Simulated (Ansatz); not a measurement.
Take Co in the hcp (Mg type) structure (space group P6_3/mmc, No. 194; a = 2.457 Å, c = 3.968 Å; ferromagnetic) as the base.

Method: Ansatz (a first-principles code) PBEsol, scalar-relativistic without spin-orbit coupling, earlier PAW set.

One change was made to it. Results:

```tsv
quantity	base	after
band gap	zero	zero
shortest interatomic distance	2.439 Å	3.327 Å
```

### Question
Which change produced these results?
(A) Co → Sn
(B) Co → Rh
(C) Co → Mo
(D) Co → Mn

### Answer
A, Co → Sn. For comparison, the shortest interatomic distance in the other runs: Co → Rh gives 2.665 Å; Co → Mo gives 2.730 Å; Co → Mn gives 2.436 Å.

The magnetic state is the one reached from the starting moments; the real material's order can differ, and small cells can't hold many antiferromagnetic ones. Whether these cells are dynamically stable was not tested. As relaxed here, Sn is a hypothetical phase, not in the database extracts checked. For Rh, Mo and Mn in this form, whether it has been made was not checked. Seeded moments were not kept for Co → Mn. Spin-polarised in the final run: base; the other runs are not. Rh lies near a magnetic instability that expansion can trigger; it was not tested. Rh has a high density of states at the Fermi level and may be magnetic at this level. This is not the structure that Rh has at room temperature and ambient pressure. This is not the structure that Mo has at room temperature and ambient pressure. This is not the structure that Mn has at room temperature and ambient pressure.
